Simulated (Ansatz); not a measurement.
Take ZnCu2SnSe4 (space group I-4, No. 82; a = 5.658 Å, c = 11.318 Å) as the base. Axes: x, y, z lie along a, b, c of the conventional cell.

Level of theory: DFT with PBEsol, PAW potentials and a 420 eV plane-wave cutoff in Ansatz (a first-principles code), spin-orbit coupling left out.

Base values:

| Property | Value |
|---|---|
| Shortest interatomic distance | 238.4 pm |

Now apply this change: a pure shear with ε_xy = ε_yx = 0.0294; the atoms relax in the strained cell.

Problem. What happens to the energy relative to the base and shortest interatomic distance?

Solution. The energy goes up by 8.8 meV/atom; the shortest interatomic distance shrinks by 0.53 pm (238.4 pm → 237.8 pm).

A case with no gap was solved on a k-mesh chosen for an insulator, which is coarse for it. No phonon test of stability was made. The final runs are not spin-polarised.
